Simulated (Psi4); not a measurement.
Psi4 1.11, M06-2X/def2-svp: disilicic acid (O[Si](O)(O)O[Si](O)(O)O), 15 atoms. The geometry is a generated start, not checked to be a minimum at this level.

```
Quantity                                                 Result
-------------------------------  ------------------------------
task                                                   gradient
method                                                   m06-2x
basis                                                  def2-svp
memory                                                     7 GB
scf_type                                           df (default)
guess                            auto, which took SAD (default)
diis_max_vecs                                      10 (default)
scf_initial_accelerator                         adiis (default)
e_convergence                                   1e-08 (default)
d_convergence                                   1e-08 (default)
basis functions (reference run)                             164
grid points (reference run)                             2697013
```

```xyz
15

O      2.8120     0.4082     0.6402
Si     1.4686    -0.4327     0.3190
O      1.6732    -1.3568    -0.9916
O      1.1382    -1.3749     1.5925
O      0.2818     0.6562     0.0327
Si    -1.2944     0.5110    -0.2835
O     -1.7449     1.8272    -1.1269
O     -1.5123    -0.8854    -1.0889
O     -2.2235     0.4391     1.0410
H      3.1552     0.9894    -0.0324
H      0.8960    -1.7894    -1.3407
H      1.1457    -0.9926     2.4657
H     -1.1897     2.1207    -1.8449
H     -2.3620    -1.3123    -1.0056
H     -2.2438     1.1923     1.6233
```

The reference run has dft_radial_points = 200, dft_spherical_points = 974, dft_pruning_scheme = none (default); it is not itself proven converged. Each setting ran once; only counts and results are compared.

Settings tried, all else as in the reference:
- dft_radial_points = 75 (default), dft_spherical_points = 302 (default)
- dft_radial_points = 75 (default), dft_spherical_points = 302 (default), dft_pruning_scheme = treutler
- dft_radial_points = 99, dft_spherical_points = 590, dft_pruning_scheme = treutler
- dft_radial_points = 150, dft_spherical_points = 770
- dft_radial_points = 50, dft_spherical_points = 194
- dft_radial_points = 35, dft_spherical_points = 110
- dft_radial_points = 25, dft_spherical_points = 50
- dft_radial_points = 75 (default), dft_spherical_points = 434
- dft_radial_points = 75 (default), dft_spherical_points = 302 (default), dft_pruning_scheme = robust
- dft_radial_points = 99, dft_spherical_points = 590, dft_pruning_scheme = robust
- dft_radial_points = 99, dft_spherical_points = 590

Question: Sort the settings: which keep to the reference within 10 meV/atom in energy, 100 meV/Å in forces (largest component), and which don't?

Answer: Within it: dft_radial_points = 150, dft_spherical_points = 770; dft_radial_points = 99, dft_spherical_points = 590, dft_pruning_scheme = robust; dft_radial_points = 99, dft_spherical_points = 590; dft_radial_points = 75 (default), dft_spherical_points = 434; dft_radial_points = 75 (default), dft_spherical_points = 302 (default), dft_pruning_scheme = robust; dft_radial_points = 75 (default), dft_spherical_points = 302 (default); dft_radial_points = 75 (default), dft_spherical_points = 302 (default), dft_pruning_scheme = treutler; dft_radial_points = 99, dft_spherical_points = 590, dft_pruning_scheme = treutler; dft_radial_points = 50, dft_spherical_points = 194. Outside: dft_radial_points = 35, dft_spherical_points = 110; dft_radial_points = 25, dft_spherical_points = 50.

```
setting                                                                                                grid points  energy against the reference  difference in forces (largest component)
-----------------------------------------------------------------------------------------------------  -----------  ----------------------------  ----------------------------------------
the reference                                                                                              2697013                             —                                         —
dft_radial_points = 150, dft_spherical_points = 770                                                        1607433          under 0.001 meV/atom                                 1.6 meV/Å
dft_radial_points = 99, dft_spherical_points = 590, dft_pruning_scheme = robust                             568801              +0.0021 meV/atom                                 6.7 meV/Å
dft_radial_points = 99, dft_spherical_points = 590                                                          818299              +0.0030 meV/atom                                 6.8 meV/Å
dft_radial_points = 75 (default), dft_spherical_points = 434                                                457393                +0.13 meV/atom                                 7.9 meV/Å
dft_radial_points = 75 (default), dft_spherical_points = 302 (default), dft_pruning_scheme = robust         217565                +0.16 meV/atom                                  20 meV/Å
dft_radial_points = 75 (default), dft_spherical_points = 302 (default)                                      318491                +0.15 meV/atom                                  20 meV/Å
dft_radial_points = 75 (default), dft_spherical_points = 302 (default), dft_pruning_scheme = treutler       174005                +0.27 meV/atom                                  29 meV/Å
dft_radial_points = 99, dft_spherical_points = 590, dft_pruning_scheme = treutler                           421561               +0.065 meV/atom                                  38 meV/Å
dft_radial_points = 50, dft_spherical_points = 194                                                          138810                +0.59 meV/atom                                  49 meV/Å
dft_radial_points = 35, dft_spherical_points = 110                                                           55263                  +58 meV/atom                                 450 meV/Å
dft_radial_points = 25, dft_spherical_points = 50                                                            18002                 −290 meV/atom                                1500 meV/Å
```

Total energies are compared; such shifts often cancel in part in energy differences. The gradients leave out the derivatives of the grid weights. The tolerance is a choice made for this comparison.
